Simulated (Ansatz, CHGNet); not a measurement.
Equilibrium lattice constant a of CsCl-type PdIn at several levels of theory

No measured value is used here.

| level (code) | value (Å) |
|---|---|
| CHGNet-r²SCAN | 3.271 |
| LDA (Ansatz) | [?] |
| PBE (Ansatz) | 3.306 |
| PBE-D3(BJ) (Ansatz) | 3.259 |
| r²SCAN-D4 (Ansatz) | 3.257 |
| B3LYP (VWN-RPA form) (Ansatz) | [?] |
| Hartree–Fock (Ansatz) | 3.350 |

Q: Fill in the missing entries.

A: 
- LDA (Ansatz, a program for electronic structure), value (Å): 3.214
- B3LYP (VWN-RPA form) (Ansatz), value (Å): 3.333

The crystal itself was run without spin with LDA, PBE, PBE-D3(BJ), r²SCAN-D4, B3LYP (VWN-RPA form), Hartree–Fock; a magnetic state was not tried in these runs. Cutoffs and k meshes differ between the levels. Ansatz's density-functional and Hartree–Fock values are scalar-relativistic unless marked +SOC, with PAW data made under PBE.

Machine-learned potentials (CHGNet-r²SCAN) are trained on DFT data: a solid inside that data is no test of them.
